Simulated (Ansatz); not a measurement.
Consider the formation energy of Au_i in Sn (white tin, I4₁/amd). Reaction: 64 Sn (white tin) + Au (fcc) → cell A.

Cell A: a supercell of 64 sites of Sn (white tin, I4₁/amd) with Au off the lattice sites (7 Sn at 2.75–3.21 Å); spin state with PBE: run without spin, k-point mesh 3×3×3.
```xyz
65
Lattice="11.8954 0.0000 0.0000 0.0000 11.8954 0.0000 0.0000 0.0000 12.8623" Properties=species:S:1:pos:R:3 pbc="T T T"
Sn     2.9593    -0.0133     0.8336
Sn    -0.0003     0.0046    -0.0462
Sn     0.0165     2.9510     2.3949
Sn     2.9684     2.9435     1.6537
Sn     2.9843     0.0144     4.0360
Sn     0.0335    -0.0026     3.1586
Sn    -0.0399     3.0090     5.5873
Sn     2.9755     2.9983     4.8533
Sn     2.9398     0.0260     7.2603
Sn     0.0083     0.0251     6.3711
Sn     0.0022     2.9727     8.8241
Sn     2.9683     2.9754     8.0907
Sn     2.9384     0.0481    10.4739
Sn     0.0064     0.0098     9.5830
Sn    -0.0221     3.0190    12.0662
Sn     2.9774     2.9991    11.3109
Sn     3.1622     5.8891     0.9293
Sn     0.2279     6.0128    -0.0222
Sn     0.0809     8.8946     2.5707
Sn     2.8475     8.8715     1.4082
Sn     2.7741     6.0042     4.1199
Sn    -0.0709     5.9039     3.1136
Sn    -0.0500     8.9222     5.6729
Sn     3.0015     8.9522     4.8031
Sn     2.9925     5.9257     7.3175
Sn     0.0280     5.9469     6.4573
Sn     0.0038     8.9226     8.8686
Sn     2.9632     8.9354     7.9564
Sn     2.9520     5.9572    10.5239
Sn    -0.0203     5.9286     9.6369
Sn    -0.0383     8.9426    12.0037
Sn     2.9886     8.9610    11.1482
Sn     8.8807     0.1831     0.6218
Sn     5.9127    -0.0578     0.0658
Sn     5.9536     2.9099     2.2758
Sn     8.9443     2.9763     1.7157
Sn     8.9730    -0.1857     3.8653
Sn     5.9930     0.1349     3.4081
Sn     5.9264     2.9890     5.7002
Sn     8.8636     2.7817     4.8322
Sn     8.9260     0.0047     7.0956
Sn     5.9098    -0.0197     6.5505
Sn     5.9434     2.9675     8.8382
Sn     8.9302     2.9725     8.0310
Sn     8.9408    -0.0136    10.3062
Sn     5.9207     0.0052     9.7532
Sn     5.9741     2.9810    12.0360
Sn     8.9345     2.9544    11.1921
Sn     9.1699     5.7129     0.5955
Sn     6.0218     5.9860     0.0120
Sn     5.6172     9.2173     2.4602
Sn     9.2792     9.1968     1.3702
Sn     9.0537     5.7622     4.1834
Sn     5.6847     5.6002     3.4885
Sn     5.9391     8.9505     5.6632
Sn     8.8616     8.8279     4.7671
Sn     8.9345     5.9565     7.2587
Sn     5.9554     6.0000     6.5376
Sn     5.9354     8.9348     8.8513
Sn     8.9408     8.9553     7.9788
Sn     8.8961     5.9647    10.4145
Sn     5.9077     5.9291     9.6921
Sn     5.9220     8.9256    12.0358
Sn     8.8692     8.9376    11.1454
Au     7.5463     7.2609     2.2898
```

Reference: Sn (white tin, I4₁/amd), 64 atoms in the cell, the relaxed perfect crystal repeated, atoms not moved again, k-point mesh 3×3×3 on the run's own vectors.

Reference: Au (fcc, Fm-3m), 1 atom in the cell, k-point mesh 24×24×24 on the run's own vectors. Conventional cell: a = b = c = 4.158 Å, α = β = γ = 90.00°.

All numbers come from Ansatz (a first-principles code), plane waves with PAW, its default PAW set, cutoff 420 eV, 500 eV for r2SCAN. The structures are at rest with PBE, within the held lattices; other levels are single points on them. Neutral cells; Fermi-Dirac smearing of at most 0.10 eV in the solids, energies taken to zero width. The lattices are those relaxed with PBE, so at other levels the solids can be strained, which adds to the spread. Larger cells are relaxed from a start prepared with the learned potential CHGNet, on a coarser mesh till forces fall under 0.03 eV/Å, which some starts already meet. A dispersion term (D3(BJ), or D4 for r2SCAN) was computed beside these levels and is taken off wherever the name lacks it. The PAW files were made for PBE and serve at the other functionals too. Space groups of crystals are read within 0.01 Å. Static lattices, no vibrational contributions. No structure search was made; lower ones may exist. Spin-orbit coupling is left out. Values are for these cell sizes. Mesh and cell size may move defect energies by 0.1 eV or more.

What is the computed value (PBE)?

0.11 eV, for 64 Sn (white tin) + Au (fcc) → cell A.

How does the value move with the functional?


```tsv
Functional	value (eV)	less PBE
r2SCAN	0.01	-0.10
```

The levels shown span 0.10 eV, from r2SCAN (0.01) to PBE (0.11).
